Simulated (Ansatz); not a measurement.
```xyz
2
Lattice="-0.0232 2.5302 2.5073 2.4772 0.0011 2.4830 2.4868 2.5155 -0.0085" Properties=species:S:1:pos:R:3 pbc="T T T"
Ge     0.0000     0.0000     0.0000
Fe     2.4704     2.5234     2.4909
```

Spin-polarised, with starting moments of sign Ge0 Fe+.

Computed with r2SCAN (Ansatz, a first-principles code, PAW, no SOC). Γ-centred 16×16×16 mesh, Fermi–Dirac width 0.05 eV.

Question: Predict the largest site moment, space group and band gap.

Answer: 
```json
{
 "largest_site_moment": "2.95 μB",
 "space_group": "P-1 (No. 2)",
 "band_gap": "zero"
}
```

Other magnetic orders, which the real material may have, were not ruled out. The cells carry an imposed strain or load. Stability against distortions was not tested. The cell was made from FeGe in the rock salt structure (space group Fm-3m, No. 225; ferromagnetic; a hypothetical phase, not in the database extracts checked) by this change: strain tensor (xx, yy, zz, yz, xz, xy) = (−0.69, +0.45, −0.46, +0.32, −0.66, −0.27) %.
